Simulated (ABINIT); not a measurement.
# A worked fit of the energy against the vacuum, with one run withheld: a (001) slab of Al (cut from a parent of space group no. 225; 4 atoms in the cell)

```yaml
crystal:
  lattice:
    - [2.87237, 0.00000, 0.00000]
    - [-2.87237, 2.87237, 0.00000]
    - [0.00000, 0.00000, 31.09330]
  atoms:
    - { symbol: Al, position: [0.00000, 0.00000, 0.46734] }
    - { symbol: Al, position: [0.00000, 0.50000, 0.40202] }
    - { symbol: Al, position: [0.00000, 0.00000, 0.59798] }
    - { symbol: Al, position: [0.00000, 0.50000, 0.53266] }
```

Method: PBEsol, norm-conserving pseudopotentials (PseudoDojo nc-sr-04 PBEsol standard) (plane waves; ABINIT 10.0.3).

Base settings: pseudos = [Al.upf]; ecut = 544 eV; occopt = 7; tsmear = 0.00367493 Ha; ngkpt = 7 7 1; nshiftk = 1; shiftk = 0 0 0; potentials = PseudoDojo nc-sr-04 PBEsol standard; nband = 11; kptopt = 1.

The last step of the ladder, which sets the zero, is vacuum between outermost atoms (Å) = 25.0.

The starting cell has typed, rounded lattice constants, without a prior relaxation at this level. The slab is cut from that crystal, and its faces are unrelaxed. Its lattice was rescaled by up to half a per cent.

The differences are negative here: closer images bind.

An empirical form: the interaction of two facing surfaces decays exponentially with the gap, by the tails of the wave functions or, on ionic faces, by the in-plane pattern of charges: ln|ΔF| = a + b·d. One k-point is taken across the vacuum.

| vacuum (Å) | size of F less the last step's (meV/atom) | ln of it |
|---|---|---|
| 4.0 | 51.14 | 3.935 |
| 5.0 | 24.96 | 3.217 |
| 6.0 | ? | ? |
| 7.0 | 3.26 | 1.182 |
| 8.0 | 1.13 | 0.122 |

Fit the line to the 4 rows given and predict the withheld one.

Means: x̄ = 6.0000, ȳ = 2.1140. Σ(x − x̄)(y − ȳ) = -9.661 and Σ(x − x̄)² = 10.00, so b = -0.9661 and a = ȳ − b·x̄ = 7.9106; the decay length is 1.04 Å. The largest residual of the fitted rows is 0.14. At x = 6.0 the line gives 2.114, that is 8.28 meV/atom. The run gave 9.23 meV/atom, a miss of 0.95 meV/atom (10 %). The table is a window of a longer ladder. The rows were chosen because the form fits them, the withheld one included, so this shows the method and is no test of the form.

Left out of this page: 2 runs of the series failed or unconverged; 5 runs of the series outside the window shown, repeating another row's setting, or not comparable.
